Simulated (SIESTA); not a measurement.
SIESTA run on TiC (Fm-3m, 2 atoms in the cell): relaxation of cell and atoms.

Level of theory: GGA PBE, numerical atomic orbitals DZP, PseudoDojo PBE standard norm-conserving potentials (rewritten from UPF to PSML) (SIESTA 5.4.2).

```yaml
crystal:
  lattice:
    - [0.00000, 2.17799, 2.17799]
    - [2.17799, 0.00000, 2.17799]
    - [2.17799, 2.17799, 0.00000]
  atoms:
    - { symbol: Ti, position: [0.00000, 0.00000, 0.00000] }
    - { symbol: C, position: [0.50000, 0.50000, 0.50000] }
```

Reference input (self-consistent single point, DFT, GGA PBE, numerical atomic orbitals DZP, PseudoDojo PBE standard norm-conserving potentials (rewritten from UPF to PSML)): XC.functional = GGA; XC.authors = PBE; potentials = PseudoDojo PBE standard; PAO.BasisSize = DZP; PAO.EnergyShift = 0.01 Ry; MeshCutoff = 400 Ry; kgrid.MonkhorstPack = 13 13 13; OccupationFunction = MP; OccupationMPOrder = 0; ElectronicTemperature = 2320.9 K; MaxSCFIterations = 150; SCF.Mixer.Method = Broyden. This run's input differs from it in these lines:

```diff
@@ -42,2 +42,7 @@
 Diag.ParallelOverK           true
+MD.TypeOfRun                 CG
+MD.Steps                     40
+MD.MaxForceTol               0.02 eV/Ang
+MD.VariableCell              true
+MD.MaxStressTol              0.05 GPa
 WriteForces                  true
```

Output (repeated stretches shortened):

```
        iscf     Eharris(eV)        E_KS(eV)     FreeEng(eV)     dDmax    Ef(eV) dHmax(eV)
   scf:    1    -1743.895382    -1771.212678    -1771.214469  1.755592 -6.583960 12.526111
   scf:    2    -1783.571567    -1779.384976    -1779.390063  0.305213 -6.330273  3.617680
   scf:    3    -1779.806184    -1779.838347    -1779.844518  0.145418 -6.412886  0.730869
   scf:    4    -1779.787303    -1779.843046    -1779.848826  0.030177 -6.525871  0.839030
   scf:    5    -1779.869733    -1779.868403    -1779.874397  0.042234 -6.598332  0.087804
   [... 11 lines left out ...]
   scf:   17    -1779.868772    -1779.868772    -1779.874739  0.000019 -6.591406  0.000305
   scf:   18    -1779.868773    -1779.868772    -1779.874739  0.000015 -6.591394  0.000246
   scf:   19    -1779.868773    -1779.868773    -1779.874739  0.000012 -6.591384  0.000199
   scf:   20    -1779.868773    -1779.868773    -1779.874739  0.000009 -6.591375  0.000161
SCF Convergence by DM+H criterion
max |DM_out - DM_in|         :     0.0000093324
max |H_out - H_in|      (eV) :     0.0001607735
SCF cycle converged after 20 iterations

Using DM_out to compute the final energy and forces

siesta: E_KS(eV) =            -1779.8688

siesta: E_KS - E_eggbox =     -1779.8688

siesta: Atomic forces (eV/Ang):
     1   -0.000000   -0.000000   -0.000000
     2    0.000000    0.000000    0.000000
   Tot   -0.000000   -0.000000   -0.000000
   Max    0.000000
   Res    0.000000    sqrt( Sum f_i^2 / 3N )
   Max    0.000000    constrained

Stress tensor Voigt[x,y,z,yz,xz,xy] (kbar):       54.00       54.00       54.00       -0.02       -0.02       -0.02
(Free)E + p*V (eV/cell)    -1780.5711
Target enthalpy (eV/cell)    -1779.8747

siesta: Stress tensor (static) (eV/Ang**3):
   [... lines left out ...]
siesta: Pressure (static):        -53.99602841  kBar
siesta: Pressure (total):        -53.99602841  kBar
No target stress found, assuming hydrostatic MD.TargetPressure.
Target stress (kBar)
outcell: Cell volume (Ang**3)        :     20.2129
        iscf     Eharris(eV)        E_KS(eV)     FreeEng(eV)     dDmax    Ef(eV) dHmax(eV)
siesta: Pressure (static):         -0.12896024  kBar
siesta: Pressure (total):         -0.12896024  kBar
outcell: Cell volume (Ang**3)        :     20.2129
siesta: FreeEng =     -1779.882361
   [... lines left out ...]
siesta:     0.000080   -0.000113   -0.000113
siesta:    -0.000113    0.000080   -0.000113
siesta:    -0.000113   -0.000113    0.000081

siesta: Cell volume =         20.212857 Ang**3

siesta: Pressure (static):
siesta:                Solid            Molecule  Units
siesta:          -0.00000088         -0.00000087  Ry/Bohr**3
siesta:          -0.00008049         -0.00008029  eV/Ang**3
siesta:          -0.12896024         -0.12863730  kBar
```

The run converged. 

Summary of the result:
```
Item                                                                   Result
------------------------------------  ---------------------------------------
Free energy E − TS                                              -1779.8824 eV
Fermi level (on the code's own zero)                                 -6.68 eV
Pressure                                                            -0.01 GPa
Final cell                            a = b = c = 3.057 Å, α = β = γ = 60.01°
Final volume per atom                                                10.11 Å³
Relaxation steps                                                            5
```

The starting cell has typed, rounded lattice constants, without a prior relaxation at this level. Its lattice was rescaled by a random factor within 2.5 % of one. Spin polarisation is off. Values carry the incompleteness of an atom-centred basis.

Cost on one core of a shared machine: roughly 3 min.
